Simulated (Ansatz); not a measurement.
System: Sm2O3 (Ia-3, No. 206). Method: LDA (Ansatz, a first-principles code, plane waves, PAW).

Settings: plane-wave cutoff 500 eV, 6×6×6 k mesh, Fermi–Dirac smearing 0.05 eV, spin-polarised start, scalar-relativistic PAW data made under PBE.

Computed at the level's own relaxed cell.

Give the computed equilibrium volume per atom and lattice parameter a.


equilibrium volume per atom: 15.20 Å³/atom
lattice parameter a: 10.674 Å

Note: the magnetic order was assumed, not searched for or taken from measurement; the relaxation could not lower the start's symmetry, so the cell can be a saddle point above a distorted one; the 4f shell is treated without U or exact exchange, so its levels and filling can be wrong; the volume lies 6 % below that of the published cell.

Spin–orbit coupling is not included.

Static lattice: no zero-point or thermal effects.
